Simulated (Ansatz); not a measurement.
The reference is Ga$_{2}$O$_{3}$ in the corundum structure (space group R-3c, No. 167; a = 4.9499 Å, c = 13.3058 Å (hexagonal axes)). Axes: x lies along a and z along c of the hexagonal cell.

Calculations: Kohn–Sham DFT with the LDA functional, run in Ansatz (a first-principles code) with PAW and 420 eV plane waves, no SOC.

Base values:

The smallest direct gap is 3.31 eV.

Modification: biaxial strain +2.25 %, plane normal [001], relaxed out of plane (Cartesian); in-plane vectors clamped, the third vector and the atoms free.

Q: What happens to the out-of-plane strain and smallest direct gap?

A: The out-of-plane strain comes out as -1.70 %; the smallest direct gap decreases by 0.51 eV, from 3.31 eV to 2.80 eV.

Whether these cells are dynamically stable was not tested.
